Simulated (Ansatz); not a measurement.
The starting structures come from a database of crystals and need not be the phases stable at ambient conditions.

By LDA, the system below comes out a metal.

The ballistic (Sharvin) conductance counts the channels at the Fermi level: G/A = (e²/h) × channels of both spins per area.

Data:

```
CELL_PARAMETERS angstrom
      3.16114     0.00000     0.00000
      0.00000     4.47053     0.00000
      1.58057     2.23527     1.58057
ATOMIC_POSITIONS crystal
  Hf 0.00000 0.00000 0.00000
```

Space group of this cell: Fm-3m, fcc (Cu type). The cell is taken as given; by LDA its mean pressure is -7.6 GPa.

The current flows along the normal of the first two printed cell vectors, the (110) plane of the conventional cell. No spin-orbit coupling; the value is a mean over 0.1 eV about the Fermi level.

### Question
Estimate the ballistic conductance per area that LDA (Ansatz, a quantum-chemistry and plane-wave program) returns for this system.

### Answer
1.2 × 10¹⁵ S/m² for both spins.
